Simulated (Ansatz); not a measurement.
Pressure series in hypothetical diamond Ba

Consider Ba in the diamond structure (space group Fd-3m, No. 227; a = 7.675 Å; a hypothetical phase, not in the database extracts checked).

Cell and atoms are relaxed at each pressure.

Level of theory: DFT with PBE, PAW potentials and a 420 eV plane-wave cutoff in Ansatz (a program for electronic structure), spin-orbit coupling left out.

Notes on the quantities. enthalpy: H = E + PV relative to the base's energy.

```tsv
variant	enthalpy	density
base	–	4.04 g/cm³
pressure 0.3 GPa	+0.10 eV/atom	4.17 g/cm³
pressure 0.7 GPa	+0.24 eV/atom	4.31 g/cm³
pressure 1.5 GPa	+0.50 eV/atom	4.53 g/cm³
pressure 3 GPa	+0.95 eV/atom	4.85 g/cm³
pressure 5 GPa	+1.52 eV/atom	5.16 g/cm³
pressure 7.5 GPa	+2.19 eV/atom	5.47 g/cm³
pressure 10 GPa	+2.82 eV/atom	5.73 g/cm³
```

Load acts through the strain it causes; cell and atoms are relaxed under it. No phonon test of stability was made. Competing high-pressure phases were not computed.
